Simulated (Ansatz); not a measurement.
For 1T (CdI2-type) Ta2C, LDA (Ansatz, a first-principles code, plane waves, PAW) gives:

* **equilibrium lattice constant a**: 3.076 Å
* **lattice parameter c**: 4.889 Å

**Question.** What does r²SCAN+rVV10 in Ansatz (plane waves, PAW) give for the same quantities?

**Answer.** 
- lattice constant a: 3.103 Å (goes up by 0.9 %)
- lattice parameter c: 4.932 Å (goes up by 0.9 %)

Changes are worked out from the printed values.

Unless a cell is named, each level is at its own relaxed cell (LDA 13.36, r²SCAN+rVV10 13.71 Å³/atom).

Levels without +SOC leave out spin–orbit coupling, which shifts energies and cells of such heavy elements.

Caveats: LDA has no dispersion term either, though it tends to give short spacings of layers, chains or molecules (LDA). Ansatz's density-functional and Hartree–Fock values are scalar-relativistic unless marked +SOC, with PAW data made under PBE.
